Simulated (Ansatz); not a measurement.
For Sn (model structure, started from the lonsdaleite type, P6₃/mmc, No. 194, 4 atoms in the cell), PBE in Ansatz (PAW) gives:

| Item | Result |
|---|---|
| lattice parameter a | 4.691 Å |
| lattice parameter c | 7.713 Å |
| cohesive energy | 3.15 eV/atom |

Question: What does r²SCAN in Ansatz (PAW) give for the same quantities?

Answer: 
- lattice constant a: 4.627 Å (falls by 1.4 %)
- lattice parameter c: 7.626 Å (shrinks by 1.1 %)
- cohesive energy: 3.25 eV/atom (goes up by 0.10 eV/atom)

Changes are worked out from the printed values.

Unless a cell is named, each level is at its own relaxed cell (PBE 36.74, r²SCAN 35.35 Å³/atom).

Levels without +SOC leave out spin–orbit coupling, which shifts energies and cells of such heavy elements.

Ansatz's density-functional and Hartree–Fock values are scalar-relativistic unless marked +SOC, with PAW data made under PBE.

A model structure was made by putting elements into a prototype or built by hand; it is no filed structure, need not be a known phase, and can be a saddle point held by its symmetry.

Ansatz is an electronic-structure program.
